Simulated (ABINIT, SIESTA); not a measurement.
**SIESTA against ABINIT: the gap on the mesh of tetrahedral semiconductors**

PBE single points on the same cell and mesh in two programs: ABINIT (plane waves, PAW (JTH v2.0 PBE PAW)) and SIESTA (numerical atomic orbitals DZP, PseudoDojo PBE standard norm-conserving potentials (rewritten from UPF to PSML)), each at the cutoffs shown, which weren't converged row by row, so neither column is a reference. The number in brackets is the space group.

Here x stands for gap on the mesh, ABINIT and y for gap on the mesh, SIESTA.

| crystal | gap on the mesh, ABINIT (eV) | gap on the mesh, SIESTA (eV) | cell as run (Å³/atom) | k mesh | cutoffs | valence electrons |
|---|---|---|---|---|---|---|
| CdSe (186) | 0.617 | 0.862 | 28.64 | 5×5×3 | 544 eV / grid 4082 eV | 36 / 72 |
| ZnO (186) | 0.793 | 1.168 | 11.85 | 6×6×4 | 816 eV / grid 5442 eV | 36 / 52 |
| ZnSe (216) | 1.351 | 1.557 | 22.43 | 10×10×10 | 816 eV / grid 4762 eV | 18 / 36 |
| GaN (216) | 1.657 | 1.753 | 11.54 | 13×13×13 | 707 eV / grid 4762 eV | 18 / 18 |
| ZnS (216) | 2.084 | ? | 19.79 | 7×7×7 | 816 eV / grid 4762 eV | 18 / 26 |
| AlN (216) | 3.296 | 3.296 | 10.50 | 10×10×10 | 707 eV / grid 4082 eV | 8 / 8 |

Fit y of the 5 rows that show it with a straight line. With u = x - 1.5, the rows have u = -0.8830, -0.7070, -0.1490, 0.1570, 1.7960. Means: u 0.042800, y 1.7272. About the means, the sum of products is 4.0063 and the sum of squares of u is 4.5428; the slope is their ratio. Least squares gives y = 1.6895 + 0.88189·u. Residuals (row less fit): -0.0488, 0.1020, -0.0011, -0.0750, 0.0226; standard error 0.0794 (degrees of freedom: 3). Full agreement would be y = x; this line has slope 0.882 and stands 0.190 eV from it at x = 1.500.

Task: Estimate the missing y (x = 2.084); what did the run itself give?

Result: u = 0.5840, so y = 1.6895 + 0.88189 × 0.5840 = 2.205 eV. The calculation gives 2.420 eV, 0.215 eV above the prediction (8.8 % of the range of y in the table). The row lies between fitted rows. From the scatter of the fitted rows alone, a prediction at this place has a standard error of 0.0893 eV, so the miss is 2.4 times that.

Copying x would have missed this row by 0.336. The cells are not relaxed at this level: typed lattice constants and structures from a database of calculations, some with the lattice rescaled by up to 2.5 %. Spin-orbit coupling is off, which matters for the heavier members. Gaps are read on the mesh, which need not hold the band edges; crystals whose gap falls under 0.15 eV in either column are left out. For CdSe, ZnO, ZnSe and ZnS the two columns treat unlike numbers of electrons as valence, which can move such rows off the line. SIESTA: values carry the incompleteness of an atom-centred basis. The rows, and the inner row withheld, were drawn at random from non-magnetic crystals of this class with sound runs on fine meshes; tables whose line scatters by over 5 % of the range, or whose columns agree throughout, aren't shown.
